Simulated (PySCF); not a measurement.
PySCF 2.14.0, PBE/def2-svp, df: Hf(Br)4 ([Br][Hf]([Br])([Br])[Br]), 5 atoms. The geometry is a generated start, not checked to be a minimum at this level.

| Item | Result |
|---|---|
| task | energy |
| method | pbe |
| basis | def2-svp |
| two-electron scheme | density fitting |
| mol.max_memory | 3000 MB |
| mf.max_cycle | 100 |
| mf.conv_tol | 1e-09 (default) |
| mf.grids.level | 3 (default) |
| effective core potentials | those of the basis set, past Kr |
| basis functions | 160 |
| grid points | 105488 |

```xyz
5

Hf    -0.0001    -0.0012     0.0011
Br     1.9611    -0.5812    -1.4256
Br     0.7424     0.2993     2.3621
Br    -1.0204     2.1189    -0.8227
Br    -1.6829    -1.8358    -0.1150
```

Charge 0 and multiplicity 1 are set for this test and not shown to be the ground state.

With the defaults (mf.DIIS = CDIIS, mf.diis = true, mf.init_guess = minao, mf.damp = 0, mf.diis_start_cycle = 1, mf.diis_space = 8, mf.level_shift = 0) it converges in 13 Fock builds. One run each on 2 threads, 1 BLAS thread, with these changes:
- mf.DIIS = EDIIS
- mf.diis = false, mf.damp = 0.7, mf.diis_start_cycle = 999
- mf.diis = false
- mf.diis_space = 12
- mf.level_shift = 0.3 Hartree
- mf.damp = 0.3, mf.diis_start_cycle = 4
- mf.DIIS = ADIIS
- mf.init_guess = mod_huckel
- mf.level_shift = 1 Hartree

Name the settings that don't reach the solution of the defaults.

No convergence: mf.DIIS = EDIIS; mf.diis = false (the run ends without SCF convergence in 100 cycles). The rest reach the solution of the defaults.

```tsv
setting	Fock builds	end
the defaults	13	same solution
mf.diis_space = 12	13	same solution
mf.level_shift = 0.3 Hartree	16	same solution
mf.DIIS = ADIIS	21	same solution
mf.init_guess = mod_huckel	22	same solution
mf.damp = 0.3, mf.diis_start_cycle = 4	22	same solution
mf.diis = false, mf.damp = 0.7, mf.diis_start_cycle = 999	24	same solution
mf.level_shift = 1 Hartree	49	same solution
mf.DIIS = EDIIS	101	no convergence
mf.diis = false	101	no convergence
```
